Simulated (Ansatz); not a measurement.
Ansatz (a program for electronic structure) run on TcPt (R-3m, 2 atoms in the cell): self-consistent single point.

Method: r2SCAN, default PAW files made with PBE (plane waves; Ansatz).

```
TcPt
1.0
    1.35108     0.78004     4.31678
   -1.35108     0.78004     4.31678
    0.00000    -1.56009     4.31678
Tc Pt
1 1
Direct
  0.00000   0.00000   0.00000
  0.50000   0.50000   0.50000
```

Reference input (self-consistent single point, DFT, r2SCAN, plane waves, default PAW files made with PBE): kpoints.mp_grid.grid = 14 14 14; hamiltonian.xc = r2scan; hamiltonian.pseudopotentials = {kind: paw} (the program's default PAW files); scf.occupations.method = gaussian; scf.occupations.width = 0.05 eV. This run's input differs from it in these lines:

Ansatz 0.2 input:
```diff
@@ -10,3 +10,3 @@
 kpoints:
-  mp_grid: { grid: [14, 14, 14] }
+  mp_grid: { grid: [17, 17, 17] }
 hamiltonian:
@@ -15,3 +15,3 @@
 scf:
-  occupations: { method: gaussian, width: 0.05 }
+  occupations: { method: gaussian, width: 0.3 }
 output:
```

Output, abridged:

```
SCF iter   1: F=—  HF=-17954.016264 eV  |F-HF|=—  |Δ(HF+E_count)|=         —  Δρ=3.29e-1  dr2=7.57e1  dr2_τ=4.90e0  ethr=3.10e-3  ⟨swp⟩=4.2  Hψ=38813  notcnv=0
all-band conjugate gradients solve this SCF's bands
preconditioner: auto → none
SCF iter   2: F=—  HF=-17946.490497 eV  |F-HF|=—  |Δ(HF+E_count)|=    7.53e0  Δρ=1.26e-1  dr2=5.56e0  dr2_τ=8.14e0  ethr=3.10e-3  ⟨swp⟩=3.0  Hψ=24956  notcnv=0  defer=11
   [... lines left out ...]
SCF iter   7: F=—  HF=-17946.356913 eV  |F-HF|=—  |Δ(HF+E_count)|=   8.70e-6  Δρ=7.72e-5  dr2=7.56e-7  dr2_τ=2.97e-7  ethr=2.73e-7  ⟨swp⟩=2.1  Hψ=12008  notcnv=0  defer=12
SCF iter   8: F=—  HF=-17946.356914 eV  |F-HF|=—  |Δ(HF+E_count)|=   9.92e-7  Δρ=2.46e-5  dr2=1.29e-7  dr2_τ=1.62e-8  ethr=3.03e-10  ⟨swp⟩=6.4  Hψ=52694  notcnv=0
SCF iter   9: F=-17946.356914 eV  HF=-17946.356914 eV  |F-HF|=3.79e-9  |Δ(HF+E_count)|=   6.49e-8  Δρ=4.88e-6  dr2=7.34e-9  dr2_τ=1.40e-9  ethr=3.03e-10  ⟨swp⟩=4.1  Hψ=33213  notcnv=0
SCF 1 converged in 9 iterations: F = -17946.356914 eV  dr2 = 7.34e-9
Free energy (F): -17946.356914 eV
Internal energy: -17946.282647 eV  (E = F + TS)
E sigma→0 (E₀):  -17946.319780 eV
Entropy (-TS):   -0.074267 eV (-37.134 meV/atom)
Fermi energy:    25.336700 eV
--- Forces (eV/Å), atoms counted from 1 ---
  atom   1  Tc    -0.00000000     0.00000000     0.00000000
  atom   2  Pt     0.00000000    -0.00000000    -0.00000000
--- Stress (GPa, compression-positive) ---
       18.912984       0.000000       0.000000
        0.000000      18.912984      -0.000001
        0.000000      -0.000001      39.140080
  P = ⅓ Tr σ = 25.6553 GPa (256.553 kbar)
  The stress holds the Pulay correction. Without it, at fixed plane waves, as pw.x and ABINIT print it: P = 25.5723 GPa
```

The run converged in 9 iterations. Against the reference run the free energy goes down by 16.3 meV/atom and the pressure goes from 25.35 to 25.66 GPa.

The starting cell was generated: these elements placed on a structure prototype, without a prior relaxation; it need not be a known phase or ordering of this composition. Its lattice was rescaled by a random factor within 2.5 % of one. Spin polarisation is off. With a pressure of about 26 GPa the cell is away from its equilibrium volume at this level. Ansatz's pressure includes its estimate of the finite-basis (Pulay) stress.
